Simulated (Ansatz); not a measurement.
CsCl-type NiAl was calculated with r²SCAN+rVV10 in Ansatz (PAW).

Run with plane-wave cutoff 560 eV, 20×20×20 k mesh, Fermi–Dirac smearing 0.05 eV, no spin polarisation, scalar-relativistic PAW data made under PBE.

A third-order Birch–Murnaghan fit to the energies gives V0 = 11.660 Å³/atom, B0 = 180 GPa, B′ = 4.3.

| V (Å³/atom) | P (GPa) |
|---|---|
| 10.960 | ? |
| 11.193 | 8.00 |
| 11.427 | 3.79 |
| 11.660 | 0.00 |
| 11.893 | ? |
| 12.126 | ? |
| 12.359 | -9.23 |

Question: Estimate the withheld pressures from this fit; the answers are the runs' own values.

Answer: 
- 10.960, P (GPa): 12.69
- 11.893, P (GPa): -3.40
- 12.126, P (GPa): -6.47

The formula P = (3/2) B0 (x^(7/3) − x^(5/3)) [1 + (3/4)(B′ − 4)(x^(2/3) − 1)] with x = V0/V meets the computed pressures within 0.05 GPa when these rounded values are put in.

Measured, for comparison: bulk modulus 156 GPa (room temperature, no zero-point or thermal correction; as tabulated in Yamada et al. (2019), arXiv:1910.09660); equilibrium volume per atom 11.97 Å³/atom (extrapolated to 0 K, zero-point anharmonic expansion removed (Haas, Tran, Blaha 2009); as tabulated in Levämäki et al. (2014), arXiv:1402.3671). Computed (rounded) less measured: bulk modulus +15 %, equilibrium volume per atom -2.6 %.

Ansatz is a program for electronic structure.
